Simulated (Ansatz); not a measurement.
# What uniaxial strain ε_zz = −1.63 % does to AlN

Consider AlN in the wurtzite structure (space group P6_3mc, No. 186; a = 3.107 Å, c = 4.978 Å). Axes: x lies along a and z along c of the hexagonal cell.

It is then changed as follows: uniaxial strain ε_zz = −1.63 %, all other strain components held at zero, atoms relaxed at fixed cell.

Computed with r2SCAN/PAW in Ansatz (a first-principles code), no SOC. k-mesh 12×12×7 (Γ-centred); smearing 0.05 eV (Fermi–Dirac).

* **Volume per atom**: 10.23 Å³ (base 10.40 Å³)
* **Shortest interatomic distance**: 188.0 pm (base 188.8 pm)
* **Energy relative to the base (free energy F)**: +3.3 meV/atom
* **Pressure (mean of the normal stresses, compression positive)**: 3.33 GPa (base 0.01 GPa)
* **Band gap**: 4.93 eV (base 4.88 eV)
* **Gap character**: direct at Γ (base direct at Γ)
* **Width of the top valence band**: 2.53 eV (base 2.41 eV)
* **Electron mass**: 0.31 mₑ (at Γ)
* **Valence-band top at Γ (three highest levels, from the VBM)**: 0.00, -0.38, -0.38 eV (base 0.00, -0.22, -0.22 eV)
* **Stress (xx, yy, zz, yz, xz, xy; compression positive)**: (1.88, 1.88, 6.24, 0.00, 0.00, 0.00) GPa

Final structure:

```yaml
crystal:
  lattice:
    - [3.10670, 0.00000, 0.00000]
    - [-1.55335, 2.69048, 0.00000]
    - [0.00000, 0.00000, 4.89731]
  atoms:
    - { symbol: Al, position: [0.33333, 0.66667, 0.99493] }
    - { symbol: Al, position: [0.66667, 0.33333, 0.49493] }
    - { symbol: N, position: [0.33333, 0.66667, 0.37987] }
    - { symbol: N, position: [0.66667, 0.33333, 0.87987] }
```

Effective masses come from finite differences of ±0.01 Å⁻¹. No phonon test of stability was made.
